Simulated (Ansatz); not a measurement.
The starting structures come from a database of crystals and need not be the phases stable at ambient conditions.

 Where the default PAW files enter, the runs use the earlier of Ansatz's two default sets.

Inside the gap of an insulator the Bloch states are evanescent, with a wavenumber k + iκ along the transport direction.

```
TiTl2F6
1.0
    4.94415     0.00000     0.00000
    0.00000     6.21431     0.00000
    0.00000    -3.10716     5.38175
Ti Tl F
1 2 6
Cartesian
  0.00000   0.00000   0.00000
  3.48589   0.00000   3.58784
  1.45826   3.10716   1.79392
  1.05831  -1.74628   4.59605
  3.88583   4.85344   0.78570
  1.05831   1.74628   4.59605
  3.88583   1.36088   0.78570
  1.05831   0.00000   1.57140
  3.88583   3.10716   3.81035
```

Space group of this cell: P-3m1. The cell was relaxed by PBE-D3(BJ); by r2SCAN its mean pressure is -3.7 GPa.

Transport runs along the normal of the first two printed cell vectors, the (100) plane of the conventional cell.

The gap is the functional's own. No spin-orbit coupling. Mid-gap values are interpolated on the energy grid.

Q: State the band gap and the smallest decay constant κ at mid-gap according to r2SCAN run with Ansatz (an electronic-structure program).

A: Gap 4.63 eV on a 6×6×6 mesh; κ = 0.424 1/Å, at the zone centre.
